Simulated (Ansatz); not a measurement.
Consider HgSe in the zinc blende structure (space group F-43m, No. 216).

```yaml
crystal:
  lattice:
    - [0.00000, 3.06666, 3.06666]
    - [3.06666, 0.00000, 3.06666]
    - [3.06666, 3.06666, 0.00000]
  atoms:
    - { symbol: Se, position: [0.25000, 0.25000, 0.25000] }
    - { symbol: Hg, position: [0.00000, 0.00000, 0.00000] }
```

Method: Kohn–Sham DFT with the PBEsol functional, run in Ansatz (a quantum-chemistry and plane-wave program) with PAW and 420 eV plane waves, scalar-relativistic without spin-orbit coupling.

Before the change:

```
Item                  Result
-------------------  -------
Lattice parameter a  6.133 Å
```

It is then changed as follows: a hydrostatic pressure of 7 GPa.

What does the calculation give for the lattice parameter a after the change?

The lattice parameter a shrinks by 0.2097 Å, from 6.133 Å to 5.924 Å.

Load acts through the strain it causes; cell and atoms are relaxed under it. Stability against distortions was not tested. Tetrahedral semiconductors of this kind turn to denser phases somewhere between about 1 and 50 GPa; those were not computed, so compressed cells here can lie past the real transition. The final runs are not spin-polarised.
